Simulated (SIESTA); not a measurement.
A working SIESTA input for AgPbO₃ (R-3, 10 atoms in the cell) (DFT, GGA PBEsol, numerical atomic orbitals DZP, PseudoDojo PBEsol standard norm-conserving potentials (rewritten from UPF to PSML)):

```
# files in the folder: Ag.psml Pb.psml O.psml (PseudoDojo PBEsol standard)
SystemName  AgPbO3
SystemLabel AgPbO3

NumberOfAtoms                10
NumberOfSpecies              3
%block ChemicalSpeciesLabel
  1 47 Ag
  2 82 Pb
  3 8 O
%endblock ChemicalSpeciesLabel
LatticeConstant              1.0 Ang
%block LatticeVectors
     2.889290000    1.668132000    5.063183000
    -2.889290000    1.668132000    5.063183000
     0.000000000   -3.336265000    5.063183000
%endblock LatticeVectors
AtomicCoordinatesFormat      Fractional
%block AtomicCoordinatesAndAtomicSpecies
     0.857430000    0.857430000    0.857430000  1
     0.142570000    0.142570000    0.142570000  1
     0.354167000    0.354167000    0.354167000  2
     0.645833000    0.645833000    0.645833000  2
     0.951900000    0.261130000    0.543820000  3
     0.048100000    0.738870000    0.456180000  3
     0.543820000    0.951900000    0.261130000  3
     0.456180000    0.048100000    0.738870000  3
     0.261130000    0.543820000    0.951900000  3
     0.738870000    0.456180000    0.048100000  3
%endblock AtomicCoordinatesAndAtomicSpecies

XC.functional                GGA
XC.authors                   PBEsol
PAO.BasisSize                DZP
PAO.EnergyShift              0.01 Ry
MeshCutoff                   400 Ry
%block kgrid.MonkhorstPack
    6   0   0  0.0
    0   6   0  0.0
    0   0   6  0.0
%endblock kgrid.MonkhorstPack
OccupationFunction           MP
OccupationMPOrder            0
ElectronicTemperature        136.0 meV
Spin                         polarized
%block DM.InitSpin
  1 +1.00
  2 +1.00
  3 +0.00
  4 +0.00
  5 +0.00
  6 +0.00
  7 +0.00
  8 +0.00
  9 +0.00
  10 +0.00
%endblock DM.InitSpin

MaxSCFIterations             150
SCF.Mixer.Method             Pulay
SCF.Mixer.Weight             0.1
SCF.Mixer.History            8
SCF.DM.Tolerance             1.0E-04
Diag.ParallelOverK           true
WriteForces                  true
Charge.Mulliken              end
```

The run converged in 23 iterations: free energy E − TS -14904.0225 eV; Fermi level (on the code's own zero) -5.08 eV; pressure -5.66 GPa; largest force (vector length) 0.292 eV/Å; size of the cell's spin moment 1.91 μB; site moments (μB, in the program's spheres or projections) Ag 0.33, Ag 0.33, Pb -0.03, Pb -0.03, O 0.22, O 0.22, O 0.22, O 0.22, O 0.22, O 0.22. Each of these slips is then made, one at a time:

(1)
```diff
-PAO.BasisSize                DZP
+PAO.BasisSize                6-31G
```

(2)
```diff
-MaxSCFIterations             150
+MaxSCFIterations             3
+SCF.MustConverge             false
```

(3)
```diff
-Spin                         polarized
-%block DM.InitSpin
-  1 +1.00
-  2 +1.00
-  3 +0.00
-  4 +0.00
-  5 +0.00
-  6 +0.00
-  7 +0.00
-  8 +0.00
-  9 +0.00
-  10 +0.00
-%endblock DM.InitSpin
```

Task: Predict the outcome of each change.

Result: 
(1) A value that the program does not know. The program stopped before any SCF iteration.

(2) An iteration limit that is too low, with the stop on failure switched off. The run ended unconverged after 3 iterations.

(3) No spin polarisation for a cell with magnetic atoms. The run converged in 13 iterations without an error; against the sound input the free energy goes up by 3.2 meV/atom, the pressure hardly changes (-5.66 to -5.67 GPa), the largest force goes from 0.292 to 0.364 eV/Å and the net moment of 0.19 μB/atom is absent without spin.

The starting cell comes from a database of computed structures (which also holds hypothetical and non-ambient phases and stackings), without a prior relaxation at this level. The magnetic order is the one reached from the typed start; others were not searched systematically. Values carry the incompleteness of an atom-centred basis. In the base run, with a pressure of about -6 GPa the cell is away from its equilibrium volume at this level. The run gives no clean gap (levels at the Fermi energy touch, overlap or are partly filled at this smearing), which alone does not show that the compound is a metal.

Left out of this page: 3 runs of the series outside the window shown, repeating another row's setting, or not comparable.
